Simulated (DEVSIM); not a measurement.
System: Au/Al2O3/p-Si capacitor, at 350 K.

Layer 1 from the left is Al2O3, thickness (nm) 3.00. Layer 2 from the left is Si, thickness (nm) 6800, Na (cm⁻³) 7.2e15.

Metal gate on the left, work function 5.1 eV. Fixed charge at the semiconductor interface 3.3e10 cm⁻² (in units of +e); interface traps 2.8e12 cm⁻² eV⁻¹, uniform in energy, neutral level at 0.5 of the gap above the valence band.

The device is made up for the run: typed textbook-type constants, with dimensions and the other settings drawn at random. Values at 300 K; Nc and Nv go as T^1.5, mobilities as T to minus their exponent, the gap by Varshni's rule with the affinity fixed.

Al2O3: gap (eV) 6.8, affinity (eV) 1.35, permittivity 9. Si: gap (eV) 1.124, affinity (eV) 4.05, permittivity 11.7, Nc (cm⁻³) 2.86e19, Nv (cm⁻³) 3.1e19, Varshni α (eV/K) 0.000473, Varshni β (K) 636.

Simulated with DEVSIM: 1D Poisson equation in equilibrium, Boltzmann statistics, complete ionisation; no quantum confinement or tunnelling. Metal contacts follow the ideal Schottky-Mott rule: no Fermi-level pinning, no interface dipoles.

### Question
What does the simulation give for the minimum of the low-frequency capacitance?

### Answer
minimum of the low-frequency capacitance 0.411 μF/cm².
